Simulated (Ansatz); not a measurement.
SiGe (model structure, started from the NiAs type, P6₃/mmc, No. 194, 4 atoms in the cell)

Computed with LDA in Ansatz (PAW).

Run with plane-wave cutoff 520 eV, 18×18×12 k mesh (along the axes of the cell as run), Fermi–Dirac smearing 0.05 eV, scalar-relativistic PAW data made under PBE.

Cell (relaxed at this level):

GeSi is modelled in the hexagonal space group P6₃/mmc (No. 194), the NiAs type structure, Pearson symbol hP4. Conventional cell: a = 3.5221 Å, b = 3.5221 Å, c = 6.4115 Å, α = 90.00°, β = 90.00°, γ = 120.00°. Ge on 2a sees 6 Si at 2.589 Å (octahedral). Si on 2c sees 6 Ge at 2.589 Å (trigonal prismatic). (Neighbours: up to the widest gap in distance over summed covalent radii, below 1.35, at either atom.)

For SiGe (model structure, started from the NiAs type, P6₃/mmc, No. 194, 4 atoms in the cell), the band gap is zero (no gap) and the bulk modulus comes out as 83.6 GPa.

Note: the bulk modulus is −V dP/dV from two relaxed cells at ±2 % in volume; the relaxation could raise the start's symmetry but not lower it, so the cell can be a saddle point.

Spin–orbit coupling is not included.

Static lattice: no zero-point or thermal effects.

Cost on a shared machine: around 3 core-minutes (rough).

A model structure was made by putting elements into a prototype or built by hand; it is no filed structure, need not be a known phase, and can be a saddle point held by its symmetry.

Ansatz is an electronic-structure program.
